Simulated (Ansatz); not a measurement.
A computed series for MoTe2: point defects

The parent structure is a 12-atom supercell of MoTe2 in the 2H-MoS2 type structure (space group P6_3/mmc, No. 194; a = 3.4966 Å, c = 13.6958 Å; layered, stacked along the Cartesian z axis) at its relaxed geometry.

One neutral defect a cell, atoms relaxed at fixed cell.

Calculations: PBE-D3(BJ) (Ansatz, a program for electronic structure), no spin-orbit coupling.

| case | pressure | largest displacement of a host atom from its site in the perfect cell |
|---|---|---|
| perfect supercell | 0.0 GPa | – |
| Mo interstitial (started 2.58 Å from the nearest host atom) | 2.3 GPa | 0.34 Å |
| H interstitial (started 2.39 Å from the nearest host atom), symmetric start | -0.3 GPa | 0.04 Å |
| Te interstitial (started 2.39 Å from the nearest host atom) | 10.4 GPa | (withheld) |
| Te vacancy | (withheld) | (withheld) |

Some entries are withheld; estimate them.


- Te interstitial (started 2.39 Å from the nearest host atom), largest displacement of a host atom from its site in the perfect cell: 0.55 Å
- Te vacancy, pressure: -2.5 GPa
- Te vacancy, largest displacement of a host atom from its site in the perfect cell: 0.22 Å

Other magnetic orders, which the real material may have, were not ruled out. In so small a cell the defect repeats every few ångströms: this is an ordered compound, not a dilute defect. A case with no gap was solved on a k-mesh chosen for an insulator, which is coarse for it. Defects with a symmetric start kept the site's symmetry and may sit on a saddle; the others started slightly shaken. Seeded moments were not kept for Mo interstitial (started 2.58 Å from the nearest host atom), H interstitial (started 2.39 Å from the nearest host atom), Te interstitial (started 2.39 Å from the nearest host atom) and Te vacancy. The program warned that a D3 coordination switch lies within reach, so dispersion energies are less smooth here.
